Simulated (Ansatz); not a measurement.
Given:

```
CELL_PARAMETERS angstrom
      0.00000     2.64559     2.64559
      2.64559     0.00000     2.64559
      2.64559     2.64559     0.00000
ATOMIC_POSITIONS crystal
  Ga 0.00000 0.00000 0.00000
  P  0.25000 0.25000 0.25000
```

All values below come from r2SCAN with spin-orbit coupling, rigid bands (plane waves, PAW; Ansatz, a quantum-chemistry and plane-wave program). Condition of this run: hydrostatic pressure of 8.4 GPa (compression positive) (the target of the relaxation). How the cell was made: cell and atoms relaxed with PBEsol, then loaded as said.

### Question
Predict the hole conductivity mass (n e² τ/σ) at 300 K, by direction if it differs.

### Answer
0.44 mₑ.

### Question
Predict the electron conductivity mass (n e² τ/σ) at 300 K, by direction if it differs.

### Answer
0.34 mₑ.

### Question
And the band gap?

### Answer
1.65 eV at this level; semilocal functionals usually fall short of the measured gap.

Rigid bands, one relaxation time for all states, no polarons. Geometry: cell and atoms relaxed with PBEsol.
